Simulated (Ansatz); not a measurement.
Start from BN (space group P6_3/mmc, No. 194; layered, stacked along the Cartesian z axis).

```
BN
1.0
    2.50046     0.00000     0.00000
   -1.25023     2.16546     0.00000
    0.00000     0.00000     6.41169
B N
2 2
Direct
  0.66667   0.33333   0.25000
  0.33333   0.66667   0.75000
  0.33333   0.66667   0.25000
  0.66667   0.33333   0.75000
```

Cartesian axes are those of the cell as printed.

Computed with PBEsol-D3(BJ) in Ansatz (plane waves to 420 eV, PAW, without spin-orbit coupling).

Strains are applied to the cell and any free atomic positions relax.

One change was made to it. Results:

| quantity | base | after |
|---|---|---|
| width of the top valence band | 3.30 eV | 3.53 eV |
| band gap | 4.08 eV | 4.02 eV |

Problem. Which of these changes matches the shifts?
A) uniaxial strain ε_zz = −1.20 %
B) uniaxial strain ε_zz = −3.00 %
C) uniaxial strain ε_zz = −0.60 %

Solution. B, uniaxial strain ε_zz = −3.00 %. For comparison, the band gap in the other runs: uniaxial strain ε_zz = −0.60 % gives 4.07 eV; uniaxial strain ε_zz = −1.20 % gives 4.06 eV.

No phonon test of stability was made.

Ansatz is a quantum-chemistry and plane-wave program.
